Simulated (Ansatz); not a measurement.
The starting structures come from a database of crystals and need not be the phases stable at ambient conditions.

Inside the gap of an insulator the Bloch states are evanescent, with a wavenumber k + iκ along the transport direction.

```
CELL_PARAMETERS angstrom
      6.56144     0.00000     0.00000
      3.28072     5.68237     0.00000
      3.28072     1.89412     6.33038
ATOMIC_POSITIONS crystal
  Sn 0.19077 0.19077 0.42768
  Sn 0.80923 0.80923 0.57232
  P  0.44162 0.44162 0.67513
  P  0.55838 0.55838 0.32487
  S  0.15724 0.74170 0.76396
  S  0.84276 0.25830 0.23604
  S  0.74170 0.33710 0.76396
  S  0.25830 0.66290 0.23604
  S  0.33710 0.15724 0.76396
  S  0.66290 0.84276 0.23604
```

Space group of this cell: R-3. The cell was relaxed by PBE-D3(BJ).

Transport runs along the normal of the first two printed cell vectors, the (001) plane of the conventional cell.

The gap is the functional's own. No spin-orbit coupling. Mid-gap values are interpolated on the energy grid.

Question: Give the band gap and the smallest decay constant κ at mid-gap that Ansatz (a quantum-chemistry and plane-wave program) with PBEsol yields.

Answer: Gap 1.40 eV on a 6×6×6 mesh; κ = 0.250 1/Å, at the zone centre.
